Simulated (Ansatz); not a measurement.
Consider the formation energy of AgCl (rock salt, Fm-3m) from the elements. Reaction: Ag (fcc) + 1/2 Cl2 (gas) → AgCl (rock salt). The sign is products less reactants. The value is per atom of the solid.

AgCl (rock salt, Fm-3m), 2 atoms in the cell, k-point mesh 10×10×10 on the run's own vectors.
```
AgCl
1.0
    0.00000     2.80671     2.80671
    2.80671     0.00000     2.80671
    2.80671     2.80671     0.00000
Ag Cl
1 1
Cartesian
  0.00000   0.00000   0.00000
  2.80671   2.80671   2.80671
```

Ag (fcc, Fm-3m), 1 atom in the cell, k-point mesh 26×26×26 on the run's own vectors. Conventional cell: a = 4.149 Å, b = 4.149 Å, c = 4.149 Å, α = 90.00°, β = 90.00°, γ = 90.00°.

An isolated Cl2 molecule (singlet) in a box of 11 × 11 × 14 Å.

Computed with Ansatz (plane waves, PAW), its PAW set soft_1, cutoff 420 eV, 500 eV for r2SCAN. The structures are at rest with PBE; other levels are single points on them. HSE06 runs on coarser k-point meshes, mended by the PBE difference between the two meshes. Some cells are metallic or hold partly filled levels, where a hybrid on a coarse mesh is less sure. Neutral cells; Fermi-Dirac smearing of at most 0.10 eV in the solids, energies taken to zero width. The lattices are those relaxed with PBE, so at other levels the solids can be strained, which adds to the spread. A dispersion term (D3(BJ), or D4 for r2SCAN) was computed beside these levels and is taken off wherever the name lacks it. Space groups of crystals are read within 0.01 Å. Static lattices, no vibrational contributions.

Q: Predict the value from r2SCAN.

A: -0.64 eV/atom, for Ag (fcc) + 1/2 Cl2 (gas) → AgCl (rock salt).

Q: What do the other levels give, and how wide is the spread?

A: 
```
Level  value (eV/atom)  less r2SCAN
-----  ---------------  -----------
HSE06            -0.60         0.04
```

The levels shown span 0.04 eV/atom, from r2SCAN (-0.64) to HSE06 (-0.60).

Ansatz is a quantum-chemistry and plane-wave program.
